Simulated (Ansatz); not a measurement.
Data:

```
CaF2
1.0
    3.90044     0.00000     0.00000
    0.00000     3.90044     0.00000
    1.95022    -1.95022     2.75802
Ca F
1 2
Cartesian
  0.00000   0.00000   0.00000
  1.95022   0.00000   1.37901
  3.90044   1.95022   1.37901
```

Space group of this cell: Fm-3m, fluorite. The cell is taken as given; by r2SCAN its mean pressure is -3.4 GPa.

All values below come from r2SCAN (plane waves, PAW; Ansatz, a quantum-chemistry and plane-wave program).

The current runs along the normal of the first two printed vectors; no spin-orbit coupling. Scaled by the factor s: both lengths across the current (ions clamped). Meshes 12×12×12 and 8×8 across the current in all rows.

```
s     mean pressure (GPa)  band gap (eV)
----  -------------------  -------------
0.98                 -0.2           7.97
1.00                 -3.4           7.78
1.02                 -6.1              ?
```

Take the slope of the band gap against ln s from the two given rows, extrapolate to s = 1.02, and say what the run there gives.

Slope = (7.97 − 7.78) / ln 0.98 = -9.40 eV. The line gives 7.78 + (-9.40) × ln 1.02 = 7.59 eV. The run gives 7.48 eV, 0.11 eV under the line, 61 % of the predicted step.
